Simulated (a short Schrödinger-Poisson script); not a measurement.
Stack: gated Al0.3Ga0.7As/GaAs δ-doped gas, at 20 K.

```
layer      material  thickness (nm)  Na (cm⁻³)
-----  ------------  --------------  ---------
1      Al0.3Ga0.7As              20          -
2      Al0.3Ga0.7As               5          -
3              GaAs            6000       8e14
```

Constants are typed, rounded textbook-type inputs, not results; the design itself was drawn at random and stands for no fabricated device. Al0.3Ga0.7As: permittivity 12.05, conduction-band edge (eV) 0.237, gap (eV) 1.798, electron mass (mₑ) 0.0919, Nv at 300 K (cm⁻³) 9e18. GaAs: permittivity 12.9, conduction-band edge (eV) 0, gap (eV) 1.424, Nv at 300 K (cm⁻³) 9e18.

Channel valleys (confinement mass, in-plane density-of-states mass, number): Γ 0.067, 0.067, 1. At the gate the conduction-band edge of layer 1 lies 0.99 eV − eVg above the Fermi level of the channel; the field vanishes at the back. Sheet of ionised δ-doping: +3e12 e/cm² at 20 nm from the gate. The barrier under the gate holds no holes. Gaps are held at their typed values at every temperature. Mesh 0.08 nm at interfaces.

Solved with a short Schrödinger-Poisson script written for these runs: 1D Poisson equation in equilibrium, electrons quantum, Hartree plus LDA exchange-correlation (BenDaniel-Duke, 40 states a valley, the channel's in-plane mass for all, wave functions free to enter the barrier), parabolic valleys, classical holes, full ionisation, no traps, pinning or gate leakage.

The same stack at other levels of the model or other numerical settings:

```json
[
 {"run": "base", "sheet density of all electrons at Vg = 0.5 V (cm⁻²)": "1.29e12", "sheet density of all electrons at Vg = 0 V (cm⁻²)": "1.66e11", "capacitance at Vg = 0.5 V (μF/cm²)": "0.375", "centroid of the channel electrons at Vg = 0.5 V (nm)": "4.88", "rough cost against the base": "about 1"},
 {"run": "electrons treated as classical, Boltzmann", "sheet density of all electrons at Vg = 0.5 V (cm⁻²)": "1.55e12", "sheet density of all electrons at Vg = 0 V (cm⁻²)": "2.37e11", "capacitance at Vg = 0.5 V (μF/cm²)": "[?]", "centroid of the channel electrons at Vg = 0.5 V (nm)": "0.36", "rough cost against the base": "0.02"},
 {"run": "electrons treated as classical, Fermi-Dirac", "sheet density of all electrons at Vg = 0.5 V (cm⁻²)": "1.29e12", "sheet density of all electrons at Vg = 0 V (cm⁻²)": "1.82e11", "capacitance at Vg = 0.5 V (μF/cm²)": "0.363", "centroid of the channel electrons at Vg = 0.5 V (nm)": "4.27", "rough cost against the base": "0.09"},
 {"run": "electrons treated as quantum, Hartree", "sheet density of all electrons at Vg = 0.5 V (cm⁻²)": "1.26e12", "sheet density of all electrons at Vg = 0 V (cm⁻²)": "1.54e11", "capacitance at Vg = 0.5 V (μF/cm²)": "0.372", "centroid of the channel electrons at Vg = 0.5 V (nm)": "5.23", "rough cost against the base": "about 1"},
 {"run": "mesh six times as coarse", "sheet density of all electrons at Vg = 0.5 V (cm⁻²)": "1.29e12", "sheet density of all electrons at Vg = 0 V (cm⁻²)": "1.66e11", "capacitance at Vg = 0.5 V (μF/cm²)": "0.375", "centroid of the channel electrons at Vg = 0.5 V (nm)": "[?]", "rough cost against the base": "0.3"},
 {"run": "one subband a valley", "sheet density of all electrons at Vg = 0.5 V (cm⁻²)": "1.29e12", "sheet density of all electrons at Vg = 0 V (cm⁻²)": "1.66e11", "capacitance at Vg = 0.5 V (μF/cm²)": "0.370", "centroid of the channel electrons at Vg = 0.5 V (nm)": "[?]", "rough cost against the base": "0.2"}
]
```

Task: Complete the blanks.

Result: 
- mesh six times as coarse, centroid of the channel electrons at Vg = 0.5 V (nm): 4.85
- one subband a valley, centroid of the channel electrons at Vg = 0.5 V (nm): 4.59
- electrons treated as classical, Boltzmann, capacitance at Vg = 0.5 V (μF/cm²): 0.424

The classical rows ignore confinement, and Boltzmann statistics overrate the density once the band edge passes the Fermi level.
